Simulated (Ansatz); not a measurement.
## CH3 on the 1x1 (111) surface of fcc Ag, one in a 2x2 cell, started at the site 'bridge Ag-Ag (span 2.9 Å)'

All values below come from PBE (plane waves to 420 eV, PAW; Ansatz, an electronic-structure program).

Set-up: 20 atoms, 7.1 Å thick at the start under the adsorbate (thin: gaps and levels are the slab's own); mesh 6x6x1; 0.1 eV smearing; dipole correction on; 8 atoms held, the rest relaxed; no symmetry held; spin-polarised, no spin-orbit, no U, no dispersion correction. The starting moment vanished. At the end it is bonded to Ag. In PBE it is, or lies within 0.03 eV of, the lowest of the starts that converged.

```json
{
 "adsorption energy against CH4(g) − ½ H2(g)": "1.52 eV",
 "work_function_of_the_top_face": "4.51 eV",
 "change_of_the_work_function": "0.067 eV",
 "change_of_the_step_from_the_bottom_to_the_top_vacuum_level_against_the_clean_slab": "0.092 eV",
 "energy_released_by_relaxation": "0.44 eV",
 "height of the binding atom over the mean of the host atoms within 0.3 Å of the top one": "236.6 pm",
 "magnetic_moment_of_the_cell": "0.00 μB",
 "nearest_host_atoms_of_the_binding_atom": "Ag at 2.18 Å, Ag at 3.80 Å, Ag at 3.80 Å",
 "largest_move_of_a_host_atom": "0.20 Å",
 "note": "in the relaxation the adsorbate left its starting site by 1.5 Å",
 "cost": "around 2.8 core-hours (rough)"
}
```

A negative adsorption energy means that the adsorbate is more stable on the surface than in its reference.
